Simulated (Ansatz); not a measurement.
The parent structure is InP in the zinc blende structure (space group F-43m, No. 216).

```
CELL_PARAMETERS angstrom
      0.00000     2.95366     2.95366
      2.95366     0.00000     2.95366
      2.95366     2.95366     0.00000
ATOMIC_POSITIONS crystal
  P  0.75000 0.75000 0.75000
  In 0.00000 0.00000 0.00000
```

Cartesian axes are those of the cell as printed.

Calculations: r2SCAN/PAW in Ansatz (a quantum-chemistry and plane-wave program), spin-orbit coupling left out, earlier PAW set.

For the base:

The valence-band top at Γ is 0.00, 0.00, 0.00 eV and the band gap is 1.02 eV. The electron mass is 0.073 mₑ (at Γ).

Now apply this change: uniaxial strain ε_yy = +4.13 %, all other strain components held at zero; the atoms relax in the strained cell.

Task: What does the calculation give for the valence-band top at Γ, band gap, electron mass, stress and energy relative to the base after the change?

Result: The valence-band top at Γ (three highest levels, from the VBM) changes from 0.00, 0.00, 0.00 eV to 0.00, 0.00, -0.20 eV; the band gap decreases by 0.31 eV, from 1.02 eV to 0.71 eV; the electron mass goes from 0.073 mₑ (at Γ) to 0.063 mₑ along y, 0.054 mₑ across (at Γ); the stress (xx, yy, zz, yz, xz, xy; compression positive) comes out as (-1.88, -3.86, -1.88, 0.00, 0.00, 0.00) GPa; the energy goes up by 13 meV/atom.

Effective masses come from finite differences of ±0.01 Å⁻¹. Whether these cells are dynamically stable was not tested.
